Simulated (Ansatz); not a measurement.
The reference is Al2O3 in the corundum structure (space group R-3c, No. 167; a = 4.8081 Å, c = 13.1217 Å (hexagonal axes)).

Levels (all Ansatz, an electronic-structure program, PAW, earlier PAW set): PBE (420 eV, scalar-relativistic without spin-orbit coupling); r2SCAN (500 eV, no SOC).

Levels that relaxed their own cell: PBE and r2SCAN.

```json
[
 {"level": "PBE", "lattice parameter a": "4.808 Å", "lattice parameter c": "13.122 Å"},
 {"level": "r2SCAN", "lattice parameter a": "4.758 Å", "lattice parameter c": "12.992 Å"}
]
```

Measured: lattice parameter a 4.7589 Å (temperature not stated; as listed in F. Lallet, N. Olivi-Tran, Laurent J. Lewis, Physical Review B (2009)); lattice parameter c 12.991 Å (temperature not stated; as listed in F. Lallet, N. Olivi-Tran, Laurent J. Lewis, Physical Review B (2009)).

Computed minus measured — lattice parameter a: PBE +1.0 %, r2SCAN -0.0 % (closest: r2SCAN); lattice parameter c: PBE +1.0 %, r2SCAN +0.0 % (closest: r2SCAN). Measured values not marked as corrected hold thermal and zero-point effects that the static-lattice runs lack.

Whether these cells are dynamically stable was not tested.
